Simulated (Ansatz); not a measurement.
A (12,0) SiC nanotube has 48 atoms in a period of 5.356 Å, a mean diameter of 11.87 Å, and lies 43 meV/atom over the flat sheet relaxed at the same level.

Level of theory: PBE (plane waves to 420 eV, PAW; Ansatz, a first-principles code). Mesh 1×1×6. No spin polarisation. Isolated but for its images some 11 Å away. A hypothetical model, rolled from the flat sheet. Only distortions within the start's symmetry and period were free.

Task: Which bending rigidity of the sheet does this imply in the thin-plate picture?

Result: A plate bent to radius R stores D/(2R²) an area. The area an atom is π × 11.87 × 5.356/48 = 4.16 Å², so the stored energy is 0.043/4.16 = 0.0103 eV/Å². With R = 5.935 Å, D = 2R² × 0.0103 = 0.73 eV.
